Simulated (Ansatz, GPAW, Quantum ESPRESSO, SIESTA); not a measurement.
## MoPd (R-3m, 2 atoms in the cell) computed with different codes at matched settings

Self-consistent single point.

```
CELL_PARAMETERS angstrom
      1.38767     0.80117     4.64477
     -1.38767     0.80117     4.64477
      0.00000    -1.60234     4.64477
ATOMIC_POSITIONS crystal
  Mo 0.00000 0.00000 0.00000
  Pd 0.50000 0.50000 0.50000
```

All programs got the same cell, k-point mesh and kind of occupations (in Ansatz's words: kpoints.mp_grid.grid = 14 14 14; scf.occupations.method = gaussian; scf.occupations.width = 0.0037 Ry); potentials, basis and cutoffs are each program's usual ones.

```
code                                                                                                                                      model  pressure (GPa)  k-points       cutoff
----------------  -----------------------------------------------------------------------------------------------------------------------------  --------------  --------  -----------
Quantum ESPRESSO                                                                           PBEsol, GBRV 1.5 ultrasoft (PBESOL) pseudopotentials          -10.12       288        40 Ry
Ansatz                                                                                                          PBEsol, PAW files made with PBE          -10.23       288      default
SIESTA            GGA PBEsol, numerical atomic orbitals DZP, PseudoDojo PBEsol standard norm-conserving potentials (rewritten from UPF to PSML)           -9.95      1484  grid 350 Ry
GPAW                                                                                      PBEsol, GPAW PAW datasets PBEsol (made by gpaw-setup)          -10.27       288       550 eV
```

The spread over the programs that give each value: pressure within 0.32 GPa.

The starting cell comes from a database of computed structures (which also holds hypothetical and non-ambient phases and stackings), without a prior relaxation at this level. On Ansatz's run: Spin polarisation is off. In the base run, with a pressure of about -10 GPa the cell is away from its equilibrium volume at this level.

Why do the programs differ, and what cannot be compared?

Differences of this kind can come from the potentials, where these differ, and from what each basis and cutoff leave unconverged. The valence holds different numbers of electrons (Quantum ESPRESSO 30, Ansatz (a program for electronic structure) 32, SIESTA 32, GPAW 30). The zero of total energies and Fermi levels follows the potentials and each program's conventions, so they are not compared here. SIESTA uses small atom-centred bases, whose incompleteness enters pressures, forces and empty levels differently from a plane-wave cutoff. Ansatz's pressure is given at a fixed set of plane waves, as the other plane-wave codes print theirs. Ansatz's smearing width was typed in Ry to four decimals, so it matches the others to a few per cent. The programs reduce the same mesh by symmetry to different extents, which changes the work and not the result.

Left out of this page: ABINIT (failed or unconverged); Elk and FLEUR (not drawn, or without a comparable value).

Keys are those of Ansatz 0.2.
